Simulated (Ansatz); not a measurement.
The reference is SrO in the rock salt structure (space group Fm-3m, No. 225; a = 5.195 Å). Axes: x, y, z lie along the cube axes.

Level of theory: PBE in Ansatz (plane waves to 420 eV, PAW, no SOC).

Perturbation: the cell is scaled by 0.9700 in all directions, atoms relaxed at fixed cell.

Q: Predict the stress tensor and what it implies for the stiffness.

A: Stress of the strained cell less that of the base (GPa, compression positive):
```
   9.49    0.00    0.00
   0.00    9.49    0.00
   0.00    0.00    9.49
```

Then B = −ΔP/(ΔV/V₀) with ΔV/V₀ = -0.0873 gives secant stiffness values (nonlinear terms included at this strain): B ≈ 109 GPa.

As a check, the harmonic strain energy −½ V₀ Δσ:ε is 47 meV/atom; the computed energy rise is 42 meV/atom.

Whether these cells are dynamically stable was not tested.

Ansatz is a program for electronic structure.
